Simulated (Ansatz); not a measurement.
H on the 1x1 (0001) surface of hcp Sc, one in a 2x2 cell, energies for each (38.2 Å²). Energies are against ½ H2(g), without zero-point or thermal terms; each row is named by its start.

The numbers are results of PBE (plane waves to 420 eV, PAW; Ansatz, a program for electronic structure), not measurements.

Model: 17-atom slab, 7.6 Å thick at the start under the adsorbate (thin: gaps and levels are the slab's own), 5x5x1 mesh, Fermi-Dirac 0.1 eV, dipole correction, 8 atoms held, the rest relaxed; each run with such symmetry as its start has; no spin, no spin-orbit, no U, no dispersion correction.

A negative adsorption energy means that the adsorbate is more stable on the surface than in its reference. Starts that drift may end in the same place. Heights count from the host atoms within 0.3 Å of the top one.

| starting site | E_ads (eV) | height (Å) | nearest host atom (Å) | bonded to | Δ work function (eV) | lateral drift (Å) |
|---|---|---|---|---|---|---|
| top Sc | 0.07 | 1.89 | Sc 1.92 | Sc | 0.59 | 0.0 |
| hollow Sc-Sc-Sc | -1.10 | 1.11 | Sc 2.11 | 3 Sc | -0.13 | 0.0 |
| hollow Sc-Sc-Sc over Sc at depth 2.5 Å | ___ | 1.07 | Sc 2.10 | 3 Sc | -0.11 | 0.0 |
| bridge Sc-Sc (span 3.3 Å) | -1.10 | 1.10 | Sc 2.10 | 3 Sc | -0.13 | 0.9 |

Question: Some entries are withheld; supply them.

Answer: 
- hollow Sc-Sc-Sc over Sc at depth 2.5 Å, E_ads (eV): -1.02
